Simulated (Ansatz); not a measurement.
Where the default PAW files enter, the runs use the earlier of Ansatz's two default sets.

Tunnelling through a barrier is set by its complex band structure: the current falls as exp(−2κd) with the smallest κ.

```
AlAs
1.0
    4.01340     0.00000     0.00000
    0.00000     5.67580     0.00000
    2.00670    -2.83790     2.00670
Al As
1 1
Direct
  0.00000   0.00000   0.00000
  0.50000   0.75000   0.00000
```

Space group of this cell: F-43m, zinc blende. The cell is taken as given.

Transport runs along the normal of the first two printed cell vectors, the (110) plane of the conventional cell.

No gap correction and no spin-orbit coupling; mid-gap is the computed energy nearest the middle.

Task: State the band gap and the smallest decay constant κ at mid-gap according to PBEsol (Ansatz, a quantum-chemistry and plane-wave program).

Result: Gap 1.35 eV on a 14×14×14 mesh; κ = 0.104 1/Å, at the zone centre.
